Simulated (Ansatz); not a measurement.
NaSrH3 (model structure, started from the KMgH3 type, Pm-3m, No. 221, 5 atoms in the cell), treated with HSE06+SOC (plane waves, PAW; Ansatz, an electronic-structure program).

Settings: plane-wave cutoff 460 eV, 6×6×6 k mesh, Fermi–Dirac smearing 0.01 eV, PAW data made under PBE.

Cell (relaxed with PBEsol):

```yaml
crystal:
  lattice:
    - [4.64082, 0.00000, 0.00000]
    - [0.00000, 4.64082, 0.00000]
    - [0.00000, 0.00000, 4.64082]
  atoms:
    - { symbol: Na, position: [0.00000, 0.00000, 0.00000] }
    - { symbol: Sr, position: [0.50000, 0.50000, 0.50000] }
    - { symbol: H, position: [0.50000, 0.00000, 0.50000] }
    - { symbol: H, position: [0.00000, 0.50000, 0.50000] }
    - { symbol: H, position: [0.50000, 0.50000, 0.00000] }
```

Q: Predict the band gap, smallest direct gap on the k points sampled and Γ–Γ gap.

A: 
- band gap = 2.89 eV (on the SCF k mesh) (indirect)
- smallest direct gap on the k points sampled = 3.22 eV
- Γ–Γ gap = 7.66 eV

Note: the relaxation could raise the start's symmetry but not lower it, so the cell can be a saddle point; cell and atoms aren't relaxed at this level (pressure 0.7 GPa).

A model structure was made by putting elements into a prototype or built by hand; it is no filed structure, need not be a known phase, and can be a saddle point held by its symmetry.
